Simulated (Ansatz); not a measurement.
An Ansatz (a program for electronic structure) input (plane-wave PAW DFT at the PBEsol level (Ansatz, 420 eV), without spin-orbit coupling):

Ansatz 0.2 input:
```yaml
crystal:
  lattice:
    - [0, 3.1218479709, 3.1218479709]
    - [3.1218479709, 0, 3.1218479709]
    - [3.1218479709, 3.1218479709, 0]
  atoms:
    - { symbol: Cl, position: [0, 0, 0] }
    - { symbol: K, position: [0.5, 0.5, 0.5] }
basis: { ecutwfc: 420, ecutrho_ratio: 4, xc_grid: 2, fft_grid_basis: typed }
kpoints: { mp_grid: { grid: [9, 9, 9] } }
hamiltonian:
  xc: pbesol
  dispersion: none
  pseudopotentials: { kind: paw }
scf: { occupations: { method: fermi_dirac, width: 0.05 }, convergence: { dr2_threshold: 0.0000000002 } }
output: { forces: true, stress: true }
```

Q: Which symmetry and how many k-points will the program report, and about how many plane waves at Γ?

A: Space group Fm-3m (ITA 225) with 48 operations, k-points 35 of 729, and 1243 plane waves at Γ.

Whether these cells are dynamically stable was not tested. The cell is KCl in the rock salt structure (space group Fm-3m, No. 225).
